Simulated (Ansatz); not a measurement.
Take ScAl₃ in the Cu3Au type structure (space group Pm-3m, No. 221; relaxed with 0.1 eV smearing) as the base.

```
CELL_PARAMETERS angstrom
      4.08695     0.00000     0.00000
      0.00000     4.08695     0.00000
      0.00000     0.00000     4.08695
ATOMIC_POSITIONS crystal
  Al 0.00000 0.50000 0.50000
  Al 0.50000 0.50000 0.00000
  Al 0.50000 0.00000 0.50000
  Sc 0.00000 0.00000 0.00000
```

Cartesian axes are those of the cell as printed.

All numbers come from r2SCAN (Ansatz, a quantum-chemistry and plane-wave program, PAW, spin-orbit coupling left out), earlier PAW set.

Now apply this change: biaxial strain +1.43 %, plane normal [001], relaxed out of plane (Cartesian); in-plane vectors clamped, the third vector and the atoms free.

Problem. Estimate the effect on the in-plane stress and out-of-plane strain.

Solution. The mean in-plane stress (compression positive) amounts to -3.0 GPa; the out-of-plane strain comes out as -0.61 %.

No phonon test of stability was made. The final runs are not spin-polarised.
